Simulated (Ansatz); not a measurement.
Start from SiC (space group P6_3mc, No. 186; a = 3.078 Å, c = 15.107 Å). Axes: x lies along a and z along c of the hexagonal cell.

All numbers come from r2SCAN in Ansatz (plane waves to 500 eV, PAW, spin-orbit coupling left out).

For the base:

The pressure is 0.0 kbar.

The change: the symmetric strain tensor [-0.0023 -0.0225 -0.0062; -0.0225 0.0126 -0.0049; -0.0062 -0.0049 -0.0144], atoms relaxed at fixed cell.

Task: Predict the new energy relative to the base, pressure and largest internal atomic displacement.

Result: The energy increases by 20 meV/atom; the pressure (mean of the normal stresses, compression positive) goes from zero to 11.1 kbar; the largest internal atomic displacement comes out as 0.067 Å.

Whether these cells are dynamically stable was not tested.

Ansatz is an electronic-structure program.
